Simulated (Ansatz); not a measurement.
Effect of electrons 1.0×10^22 cm⁻³ on ZnSe

Base system: ZnSe in the zinc blende structure (space group F-43m, No. 216; a = 5.666 Å).

The change: 0.455 electrons added to each cell, a density of 1.0×10^22 cm⁻³, with a uniform compensating background at fixed cell and a 300 K Fermi–Dirac width.

The values are results of plane-wave PAW DFT at the r2SCAN level (Ansatz, an electronic-structure program, 500 eV), without spin-orbit coupling, earlier PAW set, not measurements. Γ-centred 23×23×23 mesh, Fermi–Dirac width 0.0259 eV.

- Gap between the host's bands = 1.70 eV (base 1.86 eV)
- Gap character = direct at Γ (base direct at Γ)
- Valley order (the lowest conduction-band minima on the path, energy above the VBM, named in the base's zone) = Γ 1.70 eV; L along ⟨111⟩ 2.90 eV; X along ⟨100⟩ 3.11 eV (base Γ 1.86 eV; L along ⟨111⟩ 3.05 eV; X along ⟨100⟩ 3.34 eV)
- Fermi level relative to the doped band's edge (positive inside the band; to 0.05 eV) = +2.00 eV

Charged cell with a jellium background: band edges are those of the host's band count, energies are not comparable with the neutral cell, and many-body gap narrowing is missing. Stability against distortions was not tested.
